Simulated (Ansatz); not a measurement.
**Fermi-surface data of LuNi$_{4}$In (F-43m)**

Consider the following.

```
InLuNi4
1.0
    0.00000     3.44493     3.44493
    3.44493     0.00000     3.44493
    3.44493     3.44493     0.00000
Lu In Ni
1 1 4
Direct
  0.50000   0.50000   0.50000
  0.75000   0.75000   0.75000
  0.62708   0.12431   0.12431
  0.12431   0.12431   0.62708
  0.12431   0.62708   0.12431
  0.12431   0.12431   0.12431
```

Computed with PBEsol, rigid bands (plane waves, PAW, scalar-relativistic; Ansatz, a first-principles code). Geometry: cell and atoms relaxed with PBEsol.

| Property | Value |
|---|---|
| density of states at the Fermi level | 4.90 states/(eV·cell), both spins |
| bare Sommerfeld coefficient | 1.92 mJ/(mol of atoms·K²) |
| Drude plasma energy | 3.4 eV |
| root-mean-square Fermi velocity | 2.8e5 m/s |
| resistivity times τ | 41 ×10⁻²² Ω·m·s |

A metal at this level (no band gap); rigid bands, thermally averaged at 300 K, both spins. Spin-orbit coupling is left out, which matters with elements this heavy. τ is one relaxation time for all states.

Computed structure, not matched to a measured one here, so possibly hypothetical: LuNi4In (F-43m). Treated as nonmagnetic (a ferromagnetic start lost its moment, other orders weren't tried): LuNi4In (F-43m).
